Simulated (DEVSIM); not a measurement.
Structure: illuminated Si n-on-p cell, one wavelength, at 300 K.

```
layer (left to right)  material  thickness (μm)  Nd (cm⁻³)  Na (cm⁻³)   τn (s)   τp (s)  absorption coefficient (cm⁻¹)
---------------------  --------  --------------  ---------  ---------  -------  -------  -----------------------------
1                            Si           0.320     8.3e17          -   1.4e-5   7.6e-6                            290
2                            Si            79.0          -     2.3e15  0.00023  0.00023                            290
```

Left contact: ohmic, minority hole recombination velocity 30 cm/s. Right contact: ohmic, minority electron recombination velocity 20000 cm/s. Voltage is applied to the left contact. Recombination: SRH at mid-gap, radiative, Auger. Light enters at the left, 2.1e17 photons cm⁻² s⁻¹, one pass, no reflection. Mobility is μmin + (μ − μmin)/(1 + (N/Nref)^α).

Constants are typed, rounded textbook-type inputs, not results; the design itself was drawn at random and stands for no fabricated device. Values at 300 K.

| parameter | Si |
|---|---|
| gap (eV) | 1.124 |
| affinity (eV) | 4.05 |
| permittivity | 11.7 |
| Nc (cm⁻³) | 2.86e19 |
| Nv (cm⁻³) | 3.1e19 |
| μn (cm²/Vs) | 1417 |
| μp (cm²/Vs) | 470 |
| μn,min | 52 |
| μp,min | 45 |
| Nref,n | 9.7e16 |
| Nref,p | 2.2e17 |
| αn | 0.68 |
| αp | 0.72 |
| B (cm³/s) | 4.7e-15 |
| Cn (cm⁶/s) | 2.8e-31 |
| Cp (cm⁶/s) | 9.9e-32 |

Model (solved in DEVSIM): 1D drift-diffusion, Boltzmann statistics, complete ionisation; no tunnelling, impact ionisation, image-force lowering or self-heating.

The photon flux was swept, all else fixed.

| photon flux (cm^-2 s^-1) | open-circuit voltage (V) | fill factor | short-circuit current (mA/cm²) | largest power (mW/cm²) |
|---|---|---|---|---|
| 6.3e15 | 0.438 | 0.78 | 0.673 | 0.230 |
| 2.1e16 | 0.470 | 0.79 | 2.24 | 0.836 |
| 6.3e16 | 0.498 | 0.80 | 6.73 | 2.68 |
| 2.1e17 | 0.529 | 0.81 | 22.5 | 9.65 |
| 6.3e17 | 0.557 | 0.81 | 68.2 | 30.9 |
| 2.1e18 | 0.587 | 0.82 | 234 | 112 |
| 6.3e18 | 0.615 | 0.82 | 751 | 376 |

From the first row to the last the open-circuit voltage goes from 0.438 to 0.615. From the first row to the last the fill factor goes from 0.78 to 0.82.
